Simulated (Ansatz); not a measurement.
## Pressure series in Al

Consider Al in the fcc (Cu type) structure (space group Fm-3m, No. 225; a = 4.014 Å).

Cell and atoms are relaxed at each pressure.

The values are results of PBEsol, PAW, 420 eV (Ansatz, a program for electronic structure; scalar-relativistic without spin-orbit coupling), not measurements.

Notes on the quantities. enthalpy: H = E + PV relative to the base's energy.

```
change            shortest interatomic distance       enthalpy
----------------  -----------------------------  -------------
base                                    2.839 Å              –
pressure −2 GPa                         2.863 Å  -0.20 eV/atom
pressure −1 GPa                         2.851 Å  -0.10 eV/atom
pressure 1.8 GPa                        2.819 Å  +0.18 eV/atom
pressure 4.2 GPa                        2.795 Å  +0.41 eV/atom
pressure 9 GPa                          2.755 Å  +0.87 eV/atom
pressure 18 GPa                         2.696 Å  +1.67 eV/atom
pressure 30 GPa                         2.635 Å  +2.67 eV/atom
pressure 45 GPa                         2.577 Å  +3.84 eV/atom
pressure 60 GPa                         2.531 Å  +4.94 eV/atom
```

Load acts through the strain it causes; cell and atoms are relaxed under it. No phonon test of stability was made. Competing high-pressure phases were not computed.
